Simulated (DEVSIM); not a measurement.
Structure: Co/SiO2/p-Si capacitor, at 400 K.

```csv
layer (left to right),material,thickness (nm),Na (cm⁻³)
1,SiO2,8.10,-
2,Si,13000,1.9e15
```

Metal gate on the left, work function 5 eV. Fixed charge at the semiconductor interface 1.1e10 cm⁻² (in units of +e); no interface traps.

This is a model device: material constants are rounded textbook-type values typed into the input, and sizes, dopings and lifetimes were drawn at random. Values at 300 K; Nc and Nv go as T^1.5, mobilities as T to minus their exponent, the gap by Varshni's rule with the affinity fixed.

```tsv
parameter	SiO2	Si
gap (eV)	9	1.124
affinity (eV)	0.9	4.05
permittivity	3.9	11.7
Nc (cm⁻³)	-	2.86e19
Nv (cm⁻³)	-	3.1e19
Varshni α (eV/K)	-	0.000473
Varshni β (K)	-	636
```

Model (solved in DEVSIM): 1D Poisson equation in equilibrium, Boltzmann statistics, complete ionisation; no quantum confinement or tunnelling. Metal contacts follow the ideal Schottky-Mott rule: no Fermi-level pinning, no interface dipoles.

The SiO2 thickness was swept, all else fixed.

```
SiO2 thickness (μm)  capacitance of the dielectric stack (μF/cm²)  threshold voltage (band bending 2φF) (V)
-------------------  --------------------------------------------  ----------------------------------------
0.0032                                                       1.08                                      0.62
0.0045                                                      0.767                                      0.62
0.0057                                                      0.606                                      0.63
0.0069                                                      0.500                                      0.63
0.0081                                                      0.426                                      0.64
0.0097                                                      0.356                                      0.64
```

From the first row to the last the capacitance of the dielectric stack goes from 1.08 to 0.356. From the first row to the last the threshold voltage (band bending 2φF) goes from 0.62 to 0.64.
